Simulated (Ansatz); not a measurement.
For GaN (model structure, started from the HgO type, P6₄22, No. 181, 6 atoms in the cell), PBE (Ansatz, a first-principles code, plane waves, PAW) gives:

```
Quantity                   Result
-------------------  ------------
lattice parameter a       3.164 Å
c axis length             7.439 Å
cohesive energy      4.02 eV/atom
```

Task: What does r²SCAN (Ansatz, plane waves, PAW) give for the same quantities?

Result: 
- lattice constant a: 3.125 Å (shrinks by 1.2 %)
- lattice parameter c: 7.371 Å (drops by 0.9 %)
- cohesive energy: 4.07 eV/atom (grows by 0.05 eV/atom)

Changes are worked out from the printed values.

Unless a cell is named, each level is at its own relaxed cell (PBE 10.75, r²SCAN 10.39 Å³/atom).

Ansatz's density-functional and Hartree–Fock values are scalar-relativistic unless marked +SOC, with PAW data made under PBE.

A model structure was made by putting elements into a prototype or built by hand; it is no filed structure, need not be a known phase, and can be a saddle point held by its symmetry.
